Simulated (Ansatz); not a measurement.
**KTaO3, response to strain**

Consider KTaO$_{3}$ in the cubic perovskite structure (space group Pm-3m, No. 221; a = 3.9520 Å). Axes: x, y, z lie along the cube axes.

Strains are applied to the cell and any free atomic positions relax; under biaxial strain the out-of-plane vector relaxes too.

Calculations: plane-wave PAW DFT at the LDA level (Ansatz, a first-principles code, 420 eV), scalar-relativistic without spin-orbit coupling.

| biaxial strain, plane normal [111], relaxed out of plane (%) | out-of-plane strain (%) |
|---|---|
| 0 | 0.00 |
| 0.5 | ? |
| 1 | -0.84 |
| 1.5 | -1.24 |
| 2 | -1.64 |
| 2.5 | -2.02 |

Task: Fit ε⊥ = −νε + γε² (strains in %) to the rows shown and predict the withheld row.

Result: Least squares on the printed values gives ν = 0.86 (the biaxial Poisson response) and γ = 0.020 (largest residual 0.00 %); this predicts -0.42 %, and the run gives -0.42 %, in agreement.

Stability against distortions was not tested.
